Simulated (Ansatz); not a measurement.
Ansatz (an electronic-structure program) run on P (Cmce, 4 atoms in the cell): self-consistent single point.

Level of theory: PBE (plane waves, PAW; Ansatz).

The change in words: lattice scaled by 0.98. Reference geometry:
```
CELL_PARAMETERS angstrom
      1.64758    -5.46449     0.00000
      1.64758     5.46449     0.00000
      0.00000     0.00000     4.54319
ATOMIC_POSITIONS crystal
  P  0.40414 0.59586 0.91118
  P  0.59586 0.40414 0.08882
  P  0.09586 0.90414 0.41118
  P  0.90414 0.09586 0.58882
```

Reference input (self-consistent single point, DFT, PBE, plane waves, default PAW files): kpoints.mp_grid.grid = 8 8 6; hamiltonian.xc = pbe; hamiltonian.pseudopotentials = {kind: paw} (the program's default PAW files); scf.occupations.method = gaussian; scf.occupations.width = 0.136 eV. This run's input differs from it in these lines:

Ansatz 0.2 input:
```diff
@@ -2,10 +2,10 @@
   lattice:
-    - [1.647580, -5.464493, 0.000000]
-    - [1.647580, 5.464493, 0.000000]
-    - [0.000000, 0.000000, 4.543186]
+    - [1.614628, -5.355203, 0.000000]
+    - [1.614628, 5.355203, 0.000000]
+    - [0.000000, 0.000000, 4.452322]
   atoms:
-    - { symbol: P, position_ang: [1.647580, 1.047653, 4.139660] }
-    - { symbol: P, position_ang: [1.647580, -1.047653, 0.403526] }
-    - { symbol: P, position_ang: [1.647580, 4.416840, 1.868067] }
-    - { symbol: P, position_ang: [1.647580, -4.416840, 2.675119] }
+    - { symbol: P, position_ang: [1.614628, 1.026700, 4.056867] }
+    - { symbol: P, position_ang: [1.614628, -1.026700, 0.395455] }
+    - { symbol: P, position_ang: [1.614628, 4.328503, 1.830706] }
+    - { symbol: P, position_ang: [1.614628, -4.328503, 2.621616] }
 kpoints:
```

Output, abridged:

```
SCF iter   1: F=—  HF=-3022.538057 eV  |F-HF|=—  |Δ(HF+E_count)|=         —  Δρ=2.11e-3  dr2=2.25e-3  ethr=1.77e-3  ⟨swp⟩=7.2  Hψ=8569  notcnv=0
all-band conjugate gradients solve this SCF's bands
preconditioner: auto → none
SCF iter   2: F=—  HF=-3022.537219 eV  |F-HF|=—  |Δ(HF+E_count)|=   8.37e-4  Δρ=9.99e-4  dr2=5.14e-4  ethr=1.12e-5  ⟨swp⟩=3.1  Hψ=2970  notcnv=0
SCF iter   3: F=—  HF=-3022.537219 eV  |F-HF|=—  |Δ(HF+E_count)|=   6.98e-7  Δρ=4.12e-4  dr2=9.93e-5  ethr=2.57e-6  ⟨swp⟩=2.1  Hψ=1786  notcnv=0
SCF iter   4: F=—  HF=-3022.537257 eV  |F-HF|=—  |Δ(HF+E_count)|=   3.81e-5  Δρ=1.56e-4  dr2=2.96e-5  ethr=4.96e-7  ⟨swp⟩=3.1  Hψ=2518  notcnv=0
SCF iter   5: F=—  HF=-3022.537254 eV  |F-HF|=—  |Δ(HF+E_count)|=   2.43e-6  Δρ=4.82e-5  dr2=1.95e-6  ethr=1.48e-7  ⟨swp⟩=2.0  Hψ=1771  notcnv=0
SCF iter   6: F=—  HF=-3022.537255 eV  |F-HF|=—  |Δ(HF+E_count)|=   2.90e-7  Δρ=1.22e-5  dr2=2.45e-7  ethr=9.76e-9  ⟨swp⟩=2.7  Hψ=2330  notcnv=0
SCF iter   7: F=-3022.537255 eV  HF=-3022.537255 eV  |F-HF|=3.88e-8  |Δ(HF+E_count)|=   5.76e-8  Δρ=5.53e-6  dr2=5.08e-8  ethr=5.00e-10  ⟨swp⟩=7.2  Hψ=6372  notcnv=0
SCF 1 converged in 7 iterations: F = -3022.537255 eV  dr2 = 5.08e-8
Free energy (F): -3022.537255 eV
Internal energy: -3022.536624 eV  (E = F + TS)
E sigma→0 (E₀):  -3022.536939 eV
Entropy (-TS):   -0.000630 eV (-0.158 meV/atom)
Fermi energy:    7.630336 eV
--- Forces (eV/Å), atoms counted from 1 ---
  atom   1  P      0.00000000     0.61052958     0.66564553
  atom   2  P     -0.00000000    -0.61052958    -0.66564553
  atom   3  P      0.00000000    -0.61052958     0.66564553
  atom   4  P      0.00000000     0.61052958    -0.66564553
--- Stress (GPa, compression-positive) ---
        8.613537       0.000000       0.000000
        0.000000       6.284029       0.000000
        0.000000       0.000000       7.310106
  P = ⅓ Tr σ = 7.4026 GPa (74.026 kbar)
  The stress holds the Pulay correction. Without it, at fixed plane waves, as pw.x and ABINIT print it: P = 7.3800 GPa
```

The run converged in 7 iterations. Against the reference run the free energy goes up by 34.4 meV/atom, the pressure goes from 2.03 to 7.40 GPa and the largest force goes from 0.341 to 0.903 eV/Å.

The starting cell comes from a database of computed structures (which also holds hypothetical and non-ambient phases and stackings), without a prior relaxation at this level. Its lattice was rescaled by a random factor within 2.5 % of one. For this run, on top of that: lattice scaled by 0.98. With a pressure of about 7 GPa the cell is away from its equilibrium volume at this level. Ansatz's pressure includes its estimate of the finite-basis (Pulay) stress.
